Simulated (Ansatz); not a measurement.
CeBr3 (P6₃/m, No. 176; cell taken from a computed entry), treated with r²SCAN+rVV10 (plane waves, PAW; Ansatz, a first-principles code).

Numerical settings: plane-wave cutoff 500 eV, 6×6×10 k mesh (along the axes of the cell as run), Fermi–Dirac smearing 0.05 eV, spin-polarised start, scalar-relativistic PAW data made under PBE.

Computed at the level's own relaxed cell.

Task: Predict the equilibrium volume per atom, lattice parameter a and lattice parameter c.

Result: 
equilibrium volume per atom: 30.26 Å³/atom
lattice parameter a: 7.949 Å
lattice parameter c: 4.423 Å

Note: the magnetic order was assumed, not searched for or taken from measurement; the relaxation could not lower the start's symmetry, so the cell can be a saddle point above a distorted one; the 4f shell is treated without U or exact exchange, so its levels and filling can be wrong.

Spin–orbit coupling is not included.

Computed values are for the static lattice.

Computing time: very roughly 23 core-minutes.
